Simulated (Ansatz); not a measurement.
Data:

```yaml
crystal:
  lattice:
    - [5.72726, 0.00000, 0.00000]
    - [0.00000, 5.72726, 0.00000]
    - [2.86363, -2.86363, 5.40898]
  atoms:
    - { symbol: Cu, position: [0.25000, 0.25000, 0.50000] }
    - { symbol: Cu, position: [0.00000, 0.00000, 0.00000] }
    - { symbol: Ga, position: [0.75000, 0.75000, 0.50000] }
    - { symbol: Ga, position: [0.50000, 0.50000, 0.00000] }
    - { symbol: Se, position: [0.37297, 0.62500, 0.75000] }
    - { symbol: Se, position: [0.87703, 0.12500, 0.75000] }
    - { symbol: Se, position: [0.12500, 0.37297, 0.25000] }
    - { symbol: Se, position: [0.62500, 0.87703, 0.25000] }
```

No spin polarisation.

Level of theory: Ansatz (a program for electronic structure) r2SCAN, no SOC, earlier PAW set. Γ-centred 8×8×8 mesh, Fermi–Dirac width 0.05 eV.

**Question.** Predict the valence-band top at Γ (three highest levels, from the VBM).

**Answer.** 0.00, -0.21, -0.21 eV.

**Question.** Estimate the electron mass.

**Answer.** 0.065 mₑ out of plane, 0.079 mₑ in plane (at Γ).

The levels and masses belong to the bands next to the band gap. The cells carry an imposed strain or load. Masses are band curvatures over ±0.01 Å⁻¹ around the edge. No phonon test of stability was made. The final runs are not spin-polarised. The cell was made from GaCuSe2 in the chalcopyrite structure (space group I-42d, No. 122) by this change: biaxial strain +2.13 %, plane normal [001], relaxed out of plane.
